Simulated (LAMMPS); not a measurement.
LAMMPS 22 Jul 2025, classical MD, AIREBO (CH.airebo): C, 4096 atoms.

| Quantity | Value |
|---|---|
| task | MD, nve |
| potential | AIREBO, CH.airebo |
| copies of the repeat unit | 8×8×8 |
| shape (slab and sphere leave vacuum in the box) | bulk |
| temperature | 800 K |
| steps | 800 |
| timestep | 0.5 fs |
| neighbor skin | 2 Å |
| neigh_modify | every 1 delay 0 check yes |
| thermo | 100 |
| newton | on (default) |
| atom_modify sort (bins of 2 Å where set) | 1000 (default) |
| comm_style | brick (default) |
| box | 28.5 × 28.5 × 28.5 Å |
| start | generated diamond lattice, warmed in an untimed run |
| compared values | energy and forces of the first step, drift over the run |

It runs on a single node (Arm Neoverse V2, 96 cores on 1 socket, no SMT, 1 L3 cache group).

Each time is the median wall time of two to five repeats, run one at a time on the otherwise empty machine; start-up is included. Unless noted, each process is bound to its own block of adjacent cores. The times hold for this build (PyPI wheel: MPICH, OPENMP and OPT packages). Scratch files lie in a memory file system. A preparatory run goes ahead and isn't timed.

Measured:

```tsv
cores	layout	wall time
2	2 ranks	45.1 s
4	4 ranks	23.7 s
8	8 ranks	12.4 s
32	32 ranks	3.98 s
48	48 ranks	2.89 s
64	64 ranks	2.42 s
```

Fit T(p) = s + w/p to these times and predict the runs with 16 ranks and with 88 ranks. How well does the fit hold?

A fit of relative deviations gives s = 1.04 s and w = 90.1 core-seconds; it misses the rows shown by at most 3 %.

| cores | layout | fit | measured | measured against fit |
|---|---|---|---|---|
| 16 | 16 ranks | 6.67 s | 6.75 s | +1 % |
| 88 | 88 ranks | 2.06 s | 2.21 s | +7 % |

Efficiency, counted from 2 cores, is near one half at 88 cores. The shortest time, 2.2 s, comes at 88 cores. The share that grows most is that of set-up, start and exit outside the loop: from 0.89 % of the time on 2 cores to 15 % on 88. The largest part on 88 cores, pair forces (Pair), takes 44 s on 2 and 1.5 s there.
